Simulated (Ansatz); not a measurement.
The starting structures come from a database of crystals and need not be the phases stable at ambient conditions.

By PBEsol, the system below comes out a metal.

A figure of merit of an interconnect metal is its ballistic conductance per area.

Given:

```
CELL_PARAMETERS angstrom
      4.36006     0.00000     0.00000
      0.00000     4.36006     0.00000
      2.18003    -2.18003     3.08303
ATOMIC_POSITIONS crystal
  Cu 0.50000 0.50000 0.00000
  Cu 0.25000 0.25000 0.50000
  Cu 0.75000 0.75000 0.50000
  Sn 0.00000 0.00000 0.00000
```

The cell is taken as given; by PBEsol it stands under a pressure of -6.2 GPa.

The current flows along the normal of the first two printed cell vectors, the (001) plane of the conventional cell. No spin-orbit coupling; the value is a mean over 0.1 eV about the Fermi level.

Compute, with PBEsol (Ansatz, a quantum-chemistry and plane-wave program), the ballistic conductance per area.

0.73 × 10¹⁵ S/m² for both spins.
